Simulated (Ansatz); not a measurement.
Band structure of TiO2 (I4_1/amd, 6 atoms in the cell).

```yaml
crystal:
  lattice:
    - [-1.89250, 1.89250, 4.75500]
    - [1.89250, -1.89250, 4.75500]
    - [1.89250, 1.89250, -4.75500]
  atoms:
    - { symbol: Ti, position: [0.75000, 0.25000, 0.50000] }
    - { symbol: Ti, position: [0.00000, 0.00000, 0.00000] }
    - { symbol: O, position: [0.54200, 0.04200, 0.50000] }
    - { symbol: O, position: [0.79200, 0.79200, 0.00000] }
    - { symbol: O, position: [0.20800, 0.20800, 0.00000] }
    - { symbol: O, position: [0.95800, 0.45800, 0.50000] }
```

Method of the run: PBE (plane waves, PAW; Ansatz, an electronic-structure program).

Settings: kpoints.mp_grid.grid = 6 6 6; hamiltonian.xc = pbe; hamiltonian.pseudopotentials = {kind: paw} (the program's default PAW files); scf.occupations.method = fermi_dirac; scf.occupations.width = 0.05 eV; kpoints.band_path.npoints = 8.

The starting cell has typed, rounded lattice constants, without a prior relaxation at this level.

**Question.** Predict the gap along the standard path and the places of the band edges.

**Answer.** The gap along the path is 2.12 eV, from a point between Γ and X to Γ; the smallest direct gap on it is 2.46 eV.

Levels in eV from the top of the valence band on the path, bands 21 to 28:
```tsv
point	21	22	23	24	25	26	27	28
Γ	-0.76	-0.76	-0.47	-0.47	2.12	2.87	4.01	4.01
X	-2.06	-2.06	-0.05	-0.05	3.36	3.36	3.83	3.83
Y	-1.90	-1.90	-0.09	-0.09	3.33	3.33	3.78	3.78
S	-1.19	-0.94	-0.91	-0.81	3.23	3.49	3.59	3.64
Z	-1.26	-1.26	-0.12	-0.12	2.48	2.48	3.79	3.79
S1	-1.19	-0.94	-0.91	-0.81	3.23	3.49	3.59	3.64
N	-1.97	-0.96	-0.83	-0.64	3.25	3.57	3.58	3.68
P	-1.59	-1.59	-0.25	-0.25	3.58	3.58	3.63	3.63
Y1	-1.90	-1.90	-0.09	-0.09	3.33	3.33	3.78	3.78
```

Keys are those of Ansatz 0.2.
